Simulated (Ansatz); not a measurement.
Defect migration in 2H silicon carbide: N-vacancy pair (N on one host C site, one C site vacant), charge state +1. Level of theory: PBE, PAW (plane waves to 420 eV; Ansatz, a quantum-chemistry and plane-wave program).

Settings: 72 host sites, the relaxed PBE lattice, the Γ point alone, smearing 0.01 eV, spin-restricted, no image-charge correction. Static, classical nuclei. The host's phase is taken as given; its stability against other phases was not computed. The charge state is imposed; whether it is stable for some Fermi level was not computed. Forms of the defect that were not tried may lie lower. The order of the sites in energy changes with the mesh.

Barriers: single points on a 2×2×2 k-point mesh shifted by half a step along c at the bands' geometries (they differ from the bands' own by up to 0.62 eV, and are uncertain by about as much).

The step: a nearby C atom hops onto the vacant site (N-vacancy distance between ideal sites 3.09 Å throughout). Atoms about the jump, Cartesian Å from the middle of the jump, before and after:

| atom | x0 | y0 | z0 | x1 | y1 | z1 |
|---|---|---|---|---|---|---|
| C1 | 0.72 | 1.25 | 0.00 | -0.72 | -1.25 | 0.00 |
| Si2 | 0.80 | -0.56 | 0.72 | 0.89 | -0.41 | 0.72 |
| Si3 | -2.22 | -0.51 | 0.38 | -2.31 | -0.46 | 0.61 |
| Si4 | -0.76 | 2.23 | 0.61 | -0.66 | 2.18 | 0.38 |
| Si5 | 0.74 | 1.34 | -1.92 | 0.57 | 1.43 | -1.91 |
| Si6 | -0.95 | -1.21 | -1.91 | -0.79 | -1.31 | -1.92 |
| N7 | -2.33 | 1.37 | -0.07 | -2.35 | 1.33 | -0.07 |
| C8 | 0.70 | -0.44 | -2.52 | 0.73 | -0.39 | -2.52 |
| Si9 | -2.37 | 1.39 | -2.00 | -2.39 | 1.36 | -2.00 |
| C10 | -0.81 | 2.24 | -2.54 | -0.90 | 2.30 | -2.64 |
| C11 | -2.45 | -0.37 | -2.64 | -2.35 | -0.42 | -2.54 |
| C12 | 0.81 | -0.46 | 2.59 | 0.80 | -0.47 | 2.59 |
| C13 | 2.34 | -1.37 | -0.02 | 2.35 | -1.34 | -0.02 |
| C14 | -2.26 | -0.46 | 2.39 | -2.31 | -0.44 | 2.50 |
| C15 | -0.77 | 2.22 | 2.50 | -0.73 | 2.19 | 2.39 |
| Si16 | -0.67 | -3.11 | 0.73 | -0.76 | -3.13 | 0.64 |
| Si17 | 2.33 | 2.22 | 0.64 | 2.35 | 2.14 | 0.73 |
| Si18 | 2.26 | -1.33 | -1.93 | 2.28 | -1.30 | -1.93 |

Task: Where do these atoms stand at the saddle point, and how high is it?

Result: 
| atom | x | y | z |
|---|---|---|---|
| C1 | -0.41 | 0.24 | -0.28 |
| Si2 | 0.68 | -0.89 | 0.70 |
| Si3 | -2.28 | -0.19 | 0.51 |
| Si4 | -0.26 | 2.15 | 0.60 |
| Si5 | 0.59 | 1.25 | -1.99 |
| Si6 | -0.79 | -1.16 | -2.03 |
| N7 | -2.71 | 1.38 | -0.16 |
| C8 | 0.81 | -0.47 | -2.65 |
| Si9 | -2.46 | 1.40 | -1.94 |
| C10 | -0.87 | 2.24 | -2.56 |
| C11 | -2.38 | -0.38 | -2.59 |
| C12 | 0.82 | -0.49 | 2.55 |
| C13 | 2.36 | -1.44 | -0.03 |
| C14 | -2.27 | -0.41 | 2.43 |
| C15 | -0.69 | 2.20 | 2.47 |
| Si16 | -0.62 | -3.05 | 0.71 |
| Si17 | 2.25 | 2.36 | 0.71 |
| Si18 | 2.32 | -1.36 | -1.95 |
It lies 2.53 eV above the start and 2.53 eV above the end. The saddle point's order was not checked.
